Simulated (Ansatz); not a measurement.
Pressure series in CsSnI3

The parent structure is CsSnI$_{3}$ in the cubic perovskite structure (space group Pm-3m, No. 221; a = 6.224 Å).

Cell and atoms are relaxed at each pressure.

Level of theory: r2SCAN (Ansatz, a first-principles code; PAW; 500 eV plane waves; no spin-orbit coupling).

Only one of these keeps a band gap. Which?
A) pressure 30 GPa
B) pressure 15 GPa
C) pressure −2 GPa
D) pressure 75 GPa

C, pressure −2 GPa. Computed: pressure 75 GPa: zero; pressure −2 GPa: 1.14 eV; pressure 30 GPa: zero; pressure 15 GPa: zero

A case with no gap was solved on a k-mesh chosen for an insulator, which is coarse for it. Spin-orbit coupling, missing from the scalar runs, can matter with I. Load acts through the strain it causes; cell and atoms are relaxed under it. Whether these cells are dynamically stable was not tested. No other phases were tried under pressure. The final runs are not spin-polarised. Many cubic perovskites are stable only at high temperature; tilts and polar distortions were not tested. The zero or small gap of CsSnI3 under pressure 75 GPa, CsSnI3 under pressure 30 GPa and CsSnI3 under pressure 15 GPa can change with the level of theory.
